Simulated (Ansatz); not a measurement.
The parent structure is BeTe in the zinc blende structure (space group F-43m, No. 216).

BeTe is taken in the cubic space group F-43m (No. 216), the zinc blende structure, Pearson symbol cF8. Conventional cell: a = b = c = 5.657 Å, α = β = γ = 90.00°. Te on 4c is surrounded by 4 Be at 2.450 Å (tetrahedral). Be on 4a is surrounded by 4 Te at 2.450 Å (tetrahedral). (Neighbours: up to the widest gap in distance over summed covalent radii, below 1.35, at either atom; cation-cation and far metal-metal contacts left out.)
(The calculation used a cell of 2 atoms; values per cell refer to that cell.)

Method: plane-wave PAW DFT at the r2SCAN level (Ansatz, a quantum-chemistry and plane-wave program, 500 eV), no SOC.

Before the change:

| Property | Result |
|---|---|
| Band gap | 2.38 eV |
| Lattice parameter a | 5.657 Å |
| Gap character | indirect, Γ → X |

The change: Sr takes the place of Be on all its sites; the structure is relaxed again.

Problem. How does this affect the band gap?

Solution. The band gap rises by 0.85 eV, from 2.38 eV to 3.23 eV.

Problem. What does the calculation give for the lattice parameter a after the change?

Solution. The lattice parameter a goes up by 1.791 Å, from 5.657 Å to 7.448 Å.

Problem. How does this affect the gap character?

Solution. The gap character changes from indirect, Γ → X to indirect, X → Γ.

Spin-orbit coupling, missing from the scalar runs, can matter with Te. Stability against distortions was not tested. As relaxed here, SrTe is a hypothetical phase, not in the database extracts checked.
